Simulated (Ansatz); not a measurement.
**A self-consistent single point of VIr3 (Pm-3m, 4 atoms in the cell) with Ansatz (a first-principles code)**

Method of the run: LDA (PW92), default PAW files made with PBE (plane waves; Ansatz).

This input was run:

Ansatz 0.2 input:
```yaml
crystal:
  lattice:
    - [3.797736, 0.000000, 0.000000]
    - [0.000000, 3.797736, 0.000000]
    - [0.000000, 0.000000, 3.797736]
  atoms:
    - { symbol: V, position: [0.000000, 0.000000, 0.000000] }
    - { symbol: Ir, position: [0.500000, 0.500000, 0.000000] }
    - { symbol: Ir, position: [0.000000, 0.500000, 0.500000] }
    - { symbol: Ir, position: [0.500000, 0.000000, 0.500000] }
basis:
  ecutwfc: 420.0
kpoints:
  mp_grid:
    grid: [9, 9, 9]
hamiltonian:
  xc: lda
  pseudopotentials:
    kind: paw
scf:
  occupations:
    method: gaussian
    width: 0.1
output:
  forces: true
  eigenvalues: true
  stress: true
```

Log, with long lists cut:

```
WARN ansatz: RAYON_NUM_THREADS=1 ignored (pool sized by the plan → 1); use --threads N
Pseudopotentials: kind: paw
Pseudopotential: V, paw, valence charge 13
Pseudopotential: Ir, paw, valence charge 17
Crystal: 4 atoms, lattice volume = 54.774 Å³
Basis set: ecut = 420 eV, 1045 PW (Γ)
Bands: 39, of which v1, the nominal top of the filled ones, is band 32 counted from 1 (31 counted from 0)
Symmetry: 48 space group operations
Space group: Pm-3m (ITA 221), of the structure as read, at distance tolerance 3.8e-5 Å
k-points: 35 of 729
PAW frozen core: V, regenerated for the run's functional, and the local potential with it
PAW frozen core: Ir, regenerated for the run's functional, and the local potential with it
Initial density: superposition of atomic densities (neutral atoms: chi_scale 0, normalization atom), corrected by the library's trained network
Initial wavefunctions: pseudopotential atomic-orbital guess
Eigensolver: davidson
Functional: x = slater, c = lda
SCF iter   1: F=—  HF=-37852.603579 eV  |F-HF|=—  |Δ(HF+E_count)|=         —  Δρ=1.66e-2  dr2=2.04e-1  ethr=1.77e-3  ⟨swp⟩=5.0  Hψ=4309  notcnv=0
all-band conjugate gradients solve this SCF's bands
preconditioner: auto → Kerker (q_TF=auto, 2.800 Å⁻¹)
SCF iter   2: F=—  HF=-37852.595043 eV  |F-HF|=—  |Δ(HF+E_count)|=   8.54e-3  Δρ=8.52e-3  dr2=5.66e-2  ethr=3.19e-4  ⟨swp⟩=2.0  Hψ=1768  notcnv=0  defer=8
SCF iter   3: F=—  HF=-37852.591451 eV  |F-HF|=—  |Δ(HF+E_count)|=   3.59e-3  Δρ=5.75e-4  dr2=8.36e-5  ethr=8.84e-5  ⟨swp⟩=1.3  Hψ=1335  notcnv=0  defer=8
SCF iter   4: F=—  HF=-37852.591464 eV  |F-HF|=—  |Δ(HF+E_count)|=   1.39e-5  Δρ=1.17e-4  dr2=7.99e-6  ethr=1.31e-7  ⟨swp⟩=2.0  Hψ=1978  notcnv=0  defer=10
SCF iter   5: F=—  HF=-37852.591462 eV  |F-HF|=—  |Δ(HF+E_count)|=   2.87e-6  Δρ=2.49e-5  dr2=5.14e-7  ethr=1.25e-8  ⟨swp⟩=2.0  Hψ=1844  notcnv=0  defer=10
SCF iter   6: F=—  HF=-37852.591461 eV  |F-HF|=—  |Δ(HF+E_count)|=   1.30e-7  Δρ=1.35e-5  dr2=1.37e-7  ethr=1.56e-10  ⟨swp⟩=7.6  Hψ=5191  notcnv=0
SCF iter   7: F=-37852.591461 eV  HF=-37852.591461 eV  |F-HF|=2.31e-9  |Δ(HF+E_count)|=   1.66e-8  Δρ=2.73e-6  dr2=3.58e-9  ethr=1.56e-10  ⟨swp⟩=3.3  Hψ=3652  notcnv=0
SCF 1 converged in 7 iterations: F = -37852.591461 eV  dr2 = 3.58e-9
SCF converged after 7 iterations
Free energy (F): -37852.591461 eV
Harris-Foulkes:  -37852.591461 eV  (|F-HF|=2.31e-9)
Internal energy: -37852.580254 eV  (E = F + TS)
E sigma→0 (E₀):  -37852.585858 eV
Entropy (-TS):   -0.011207 eV (-2.802 meV/atom)
Fermi energy:    23.766366 eV
--- Per-component energies (eV) ---
  E_band       = -404.347073
  E_kinetic    = 2207.685003
  E_local      = -4080.671833  (includes V_loc(G=0)·N_el)
  E_nonlocal   = 196.084841
  E_hartree    = 1625.596810
  E_xc         = -930.911181
  E_vxc        = -1067.545748  (∫ρ·V_xc dr)
  E_paw        = -27919.967843  (= ΣΔE_a)
  E_vpaw       = -911.092747  (= ΣTr[D̂ρ^β])
  E_aug_tail   = 0.000361  (compensation charges beyond the density's cutoff)
  E_ewald      = -8951.977369
  E_core_change = 1.580956  (= ΣΔE_core)
  E_smearing   = -0.011207  (= −TS)
  E_closure    = -0.000000  (closes the sum)
  Σ components = -37852.591461   (vs F -37852.591461, Δ=0.00e0)
--- Forces (eV/Å), atoms counted from 1 ---
  atom   1  V     -0.00000000    -0.00000000    -0.00000000
   [... zero for the other atoms too ...]
  max |Σ_I F_I| component: 9.99e-29 eV/Å
--- Stress (GPa, compression-positive) ---
       -7.100498       0.000000       0.000000
        0.000000      -7.100498       0.000000
        0.000000       0.000000      -7.100498
  P = ⅓ Tr σ = -7.1005 GPa (-71.005 kbar)
  The stress holds the Pulay correction. Without it, at fixed plane waves, as pw.x and ABINIT print it: P = -7.1577 GPa
--- Band table (eV; the first three rows and the last of 35) ---
  k-point 0: bands = ["-68.8665", "-68.7900", "-68.7900", "-40.4515", "-25.9502", "-25.9502", "-25.9502", "-25.5719", "-25.5719", "-25.5719", "-25.3558", "-25.3558", "-25.3558", "-14.6003", "-14.6003", "-14.6003", "13.4439", "16.2486", "16.8648", [...]
  k-point 1: bands = ["-68.8645", "-68.7921", "-68.7900", "-40.4516", "-25.9400", "-25.9400", "-25.9333", "-25.5750", "-25.5750", "-25.5729", "-25.3748", "-25.3633", "-25.3633", "-14.6037", "-14.6013", "-14.6013", "13.6256", "16.3738", "16.9340", [...]
  k-point 2: bands = ["-68.8587", "-68.7978", "-68.7900", "-40.4517", "-25.9118", "-25.9118", "-25.8844", "-25.5851", "-25.5851", "-25.5755", "-25.4290", "-25.3823", "-25.3823", "-14.6123", "-14.6036", "-14.6036", "14.1486", "16.7183", "17.1105", [...]
  k-point 34: bands = ["-68.8168", "-68.8145", "-68.8145", "-40.4502", "-26.1354", "-25.8800", "-25.8789", "-25.8789", "-25.3983", "-25.3983", "-25.3745", "-25.3739", "-25.3739", "-14.6078", "-14.6061", "-14.6061", "16.3790", "16.5051", "16.5051", [...]
```

The run converged in 7 iterations.

The starting cell comes from a database of computed structures (which also holds hypothetical and non-ambient phases and stackings), without a prior relaxation at this level. Its lattice was rescaled by up to half a per cent. Spin-orbit coupling is off. Spin polarisation is off. With a pressure of about -7 GPa the cell is away from its equilibrium volume at this level. Ansatz's pressure includes its estimate of the finite-basis (Pulay) stress.
